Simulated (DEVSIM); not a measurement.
Structure: Schottky contact on n-type InP, at 300 K.

Layer 1 from the left is InP, thickness (μm) 0.630, Nd (cm⁻³) 1.9e15, τn (s) 2e-8, τp (s) 2e-8.

Left contact: Schottky, work function 5.24 eV, emission velocity 3.3e6 cm/s. Right contact: ohmic. Voltage is applied to the left contact. Recombination: SRH at mid-gap, radiative. Mobility is constant in doping.

Constants are typed, rounded textbook-type inputs, not results; the design itself was drawn at random and stands for no fabricated device. Values at 300 K.

InP: gap (eV) 1.344, affinity (eV) 4.38, permittivity 12.5, Nc (cm⁻³) 5.7e17, Nv (cm⁻³) 1.1e19, μn (cm²/Vs) 5200, μp (cm²/Vs) 170, B (cm³/s) 1.2e-10.

Simulated with DEVSIM: 1D drift-diffusion, Boltzmann statistics, complete ionisation; no tunnelling, impact ionisation, image-force lowering or self-heating. Metal contacts follow the ideal Schottky-Mott rule: no Fermi-level pinning, no interface dipoles.

Task: What does the simulation give for the largest field in the device at zero bias, the dark forward voltage at 100 A/cm², the potential step across the device at zero bias?

Result: largest field in the device at zero bias 20000 V/cm; dark forward voltage at 100 A/cm² 0.661 V; potential step across the device at zero bias 0.713 V.
